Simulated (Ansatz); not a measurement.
The starting structures come from a database of crystals and need not be the phases stable at ambient conditions.

The decay constant κ of evanescent states in the gap governs leakage through a thin film.

Data:

```
Ni3Zr3Sb4
1.0
    9.09262     0.00000     0.00000
    0.00000     9.09262     0.00000
    4.54631    -4.54631     4.54631
Zr Ni Sb
6 6 8
Cartesian
  6.81947   0.00000   3.40973
  2.27316   0.00000   1.13658
  9.09262   3.40973   2.27316
  4.54631   5.68289   2.27316
  5.68289   2.27316   0.00000
  7.95604   6.81947   0.00000
  1.13658   2.27316   0.00000
  4.54631   1.13658   2.27316
  3.40973   6.81947   0.00000
  9.09262  -1.13658   2.27316
 11.36578   4.54631   3.40973
  6.81946   4.54631   1.13658
  7.56006  -3.01375   3.01375
  3.80572  -0.74059   3.80572
  6.07887   3.01375   3.01375
  9.83321   0.74059   3.80572
  1.53256   6.07887   1.53256
  5.28690  -0.74059   0.74059
  3.01375   3.01375   1.53256
  8.35203   0.74059   0.74059
```

Space group of this cell: I-43d. The cell is taken as given.

Transport runs along the normal of the first two printed cell vectors, the (001) plane of the conventional cell.

The gap is the functional's own, uncorrected, and κ follows it; spin-orbit coupling is left out. Mid-gap values are interpolated between the computed energies.

Question: Estimate the band gap and the smallest decay constant κ at mid-gap that r2SCAN (Ansatz, an electronic-structure program) returns for this system.

Answer: Gap 0.57 eV on a 8×8×8 mesh; κ = 0.142 1/Å, at the zone centre.
